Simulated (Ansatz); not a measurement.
Base system: Y in the hcp (Mg type) structure (space group P6_3/mmc, No. 194; a = 3.6523 Å, c = 5.7029 Å; relaxed with 0.1 eV smearing). Axes: x lies along a and z along c of the hexagonal cell.

Level of theory: Kohn–Sham DFT with the PBE functional, run in Ansatz (an electronic-structure program) with PAW and 420 eV plane waves, no SOC.

Now apply this change: an isotropic linear strain of −3.00 %, atoms relaxed at fixed cell.

### Question
Predict the stress tensor and what it implies for the stiffness.

### Answer
Stress of the strained cell less that of the base (GPa, compression positive):
```
    4.2     0.0     0.0
    0.0     4.2     0.0
    0.0     0.0     4.3
```

Then B = −ΔP/(ΔV/V₀) with ΔV/V₀ = -0.0873 gives secant stiffness values (nonlinear terms included at this strain): B (at held cell shape, above the free-shape value) ≈ 48 GPa.

As a check, the harmonic strain energy −½ V₀ Δσ:ε is 39 meV/atom; the computed energy rise is 36 meV/atom.

Whether these cells are dynamically stable was not tested. All final runs are without spin polarisation.
